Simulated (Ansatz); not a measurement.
Hypothetical simple cubic Ru: pressure series

Take Ru in the simple cubic structure (space group Pm-3m, No. 221; a = 2.480 Å; a hypothetical phase, not in the database extracts checked) as the base.

Cell and atoms are relaxed at each pressure.

Calculations: Kohn–Sham DFT with the PBEsol functional, run in Ansatz (an electronic-structure program) with PAW and 420 eV plane waves, no SOC.

```tsv
P (GPa)	V (Å³/atom)
-2.01	15.384
-1.01	15.320
0.30	15.239
0.70	15.214
1.50	15.166
2.99	15.079
4.99	14.966
7.50	14.831
10.00	14.702
```

**Question.** Fit a third-order Birch–Murnaghan equation of state.

**Answer.** Least squares on P(V) = (3B₀/2)[(V₀/V)^(7/3) − (V₀/V)^(5/3)]·[1 + (3/4)(B₀′ − 4)((V₀/V)^(2/3) − 1)] gives V₀ = 15.26 Å³/atom, B₀ = 248 GPa and B₀′ = 4.7.

Load acts through the strain it causes; cell and atoms are relaxed under it. Whether these cells are dynamically stable was not tested. No other phases were tried under pressure. All final runs are without spin polarisation.
